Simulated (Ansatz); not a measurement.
Start from Si in the diamond structure (space group Fd-3m, No. 227).

```yaml
crystal:
  lattice:
    - [0.00000, 2.71688, 2.71688]
    - [2.71688, 0.00000, 2.71688]
    - [2.71688, 2.71688, 0.00000]
  atoms:
    - { symbol: Si, position: [0.50000, 0.50000, 0.50000] }
    - { symbol: Si, position: [0.75000, 0.75000, 0.75000] }
```

The other end (x = 1) is Ge in the diamond structure (space group Fd-3m, No. 227): 22.86 Å³/atom, gap zero.

All numbers come from Ansatz (an electronic-structure program), PBEsol, PAW, cutoff 420 eV, no spin-orbit coupling.

Ge replaces a fraction x of Si; each row is one arrangement (x, atoms in the cell, starting space group or random), fully relaxed.

One change was made to it. Results:

```json
[
 {"quantity": "band gap", "base": "0.47 eV", "after": "0.31 eV"},
 {"quantity": "gap character (in this cell's own zone, which can be folded)", "base": "–", "after": "indirect, Γ → Z"},
 {"quantity": "shortest interatomic distance", "base": "2.353 Å", "after": "2.363 Å"}
]
```

### Question
Which of these changes matches the shifts?
(A) x(Ge) = 0.625, 8 atoms, Cm
(B) x(Ge) = 0.625, 8 atoms, Pm
(C) x(Ge) = 0.375, 8 atoms, Pmm2
(D) x(Ge) = 0.375, 8 atoms, P-43m
(E) x(Ge) = 0.75, 4 atoms, P-4m2

### Answer
C, x(Ge) = 0.375, 8 atoms, Pmm2. For comparison, the band gap in the other runs: x(Ge) = 0.375, 8 atoms, P-43m gives 0.38 eV; x(Ge) = 0.625, 8 atoms, Pm gives 0.44 eV; x(Ge) = 0.625, 8 atoms, Cm gives 0.41 eV; x(Ge) = 0.75, 4 atoms, P-4m2 gives 0.21 eV.

Each cell is one ordered arrangement of few atoms, which overstates ordering effects compared with a random alloy. Whether these cells are dynamically stable was not tested. The zero or small gap of Ge and SiGe3 can change with the level of theory. Labels are those of the standard path for the cell's own space group.
